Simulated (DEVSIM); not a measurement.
Structure: Co/Al2O3/SiO2/n-Si capacitor, at 300 K.

| layer (left to right) | material | thickness (nm) | Nd (cm⁻³) |
|---|---|---|---|
| 1 | Al2O3 | 14.0 | - |
| 2 | SiO2 | 0.660 | - |
| 3 | Si | 6000 | 9.2e15 |

Metal gate on the left, work function 5 eV. Fixed charge at the semiconductor interface 0 cm⁻² (in units of +e); interface traps 4.5e12 cm⁻² eV⁻¹, uniform in energy, neutral level at 0.5 of the gap above the valence band.

Constants are typed, rounded textbook-type inputs, not results; the design itself was drawn at random and stands for no fabricated device. Values at 300 K.

| parameter | Al2O3 | SiO2 | Si |
|---|---|---|---|
| gap (eV) | 6.8 | 9 | 1.124 |
| affinity (eV) | 1.35 | 0.9 | 4.05 |
| permittivity | 9 | 3.9 | 11.7 |
| Nc (cm⁻³) | - | - | 2.86e19 |
| Nv (cm⁻³) | - | - | 3.1e19 |

Simulated with DEVSIM: 1D Poisson equation in equilibrium, Boltzmann statistics, complete ionisation; no quantum confinement or tunnelling. Metal contacts follow the ideal Schottky-Mott rule: no Fermi-level pinning, no interface dipoles.

The substrate doping was swept, all else fixed.

```tsv
substrate doping (cm^-3)	flat-band voltage (V)
4.6e14	1.05
9.2e14	1.10
1.8e15	1.14
4.6e15	1.20
9.2e15	1.24
1.8e16	1.28
```

From the first row to the last the flat-band voltage goes from 1.05 to 1.28.
